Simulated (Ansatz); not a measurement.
Base system: PtGe (space group Pnma, No. 62; a = 5.8190 Å, b = 3.7573 Å, c = 6.1752 Å).

It is then changed as follows: the cell is scaled by 1.0019 in all directions; the atoms relax in the strained cell.

Levels (all Ansatz, a quantum-chemistry and plane-wave program, PAW, earlier PAW set): PBE (420 eV, scalar-relativistic without spin-orbit coupling); r2SCAN (500 eV, no spin-orbit coupling).

The geometry is relaxed with PBE.

- PBE pressure = -0.8 GPa

Problem. How does going to r2SCAN change the pressure?

Solution. The pressure shrinks by 4.7 GPa (-0.8 GPa → -5.5 GPa).

Single points use the geometry relaxed with PBE. Their cutoffs differ, which shifts pressures a little. Whether these cells are dynamically stable was not tested. All final runs are without spin polarisation.
